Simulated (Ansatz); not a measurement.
Base system: NiSi2 (space group Fm-3m, No. 225; not spin-polarised; relaxed with 0.1 eV smearing).

```yaml
crystal:
  lattice:
    - [0.00000, 2.72294, 2.72294]
    - [2.72294, 0.00000, 2.72294]
    - [2.72294, 2.72294, 0.00000]
  atoms:
    - { symbol: Ni, position: [0.00000, 0.00000, 0.00000] }
    - { symbol: Si, position: [0.25000, 0.25000, 0.25000] }
    - { symbol: Si, position: [0.75000, 0.75000, 0.75000] }
```

Level of theory: PBE (Ansatz, an electronic-structure program; PAW; 420 eV plane waves; no SOC).

For the base:

```
Item       Result
--------  -------
Pressure  0.0 GPa
Band gap     zero
```

Now apply this change: the cell is scaled by 0.9538 in all directions, atoms relaxed at fixed cell.

**Question.** How does this affect the pressure, energy relative to the base and band gap?

**Answer.** The pressure goes from zero to 28.5 GPa; the energy goes up by 139 meV/atom; the band gap remains zero.

The cells carry an imposed strain or load. No phonon test of stability was made. Starting moments died away, wholly or in part, for the base; another magnetic solution may exist. All final runs are without spin polarisation.
